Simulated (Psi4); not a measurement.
Psi4 1.11, PBE0/def2-svp: Si(CCH)2(Cl)(OH) (C#C[Si](O)(Cl)C#C), 10 atoms. The geometry is a generated start, not checked to be a minimum at this level.

| Quantity | Result |
|---|---|
| task | energy |
| method | pbe0 |
| basis | def2-svp |
| memory | 3 GB |
| maxiter | 100 |
| keys of the molecule block | symmetry c1 |
| scf_type | df (default) |
| guess | auto, which took SAD (default) |
| scf_initial_accelerator | adiis (default) |
| e_convergence | 1e-06 (default) |
| d_convergence | 1e-06 (default) |
| dft_radial_points | 75 (default) |
| dft_spherical_points | 302 (default) |
| basis functions | 121 |
| grid points | 214463 |

```xyz
10

C     -2.6337     0.6632    -0.1356
C     -1.5265     0.1953    -0.1377
Si     0.1456    -0.6047    -0.1468
O      0.3495    -1.5851     1.1277
Cl     0.3346    -1.6446    -1.8904
C      1.4806     0.6634    -0.0102
C      2.3715     1.4683     0.0281
H     -3.5914     1.0994    -0.1378
H     -0.0721    -2.4369     1.2092
H      3.1419     2.1818     0.0936
```

One run each on 2 threads. Values of diis_max_vecs tried: 3, 6, 10 (default), 20.

Q: Which value of diis_max_vecs needs the fewest SCF iterations, and what happens away from it?

A: Fewest SCF iterations, within one of each other: 6 with 9, 10 (default) with 9, 20 with 9. The count rises to 16 at 3. All converge to one solution.

| diis_max_vecs | SCF iterations | end |
|---|---|---|
| 3 | 16 | same solution |
| 6 | 9 | same solution |
| 10 (default) | 9 | same solution |
| 20 | 9 | same solution |
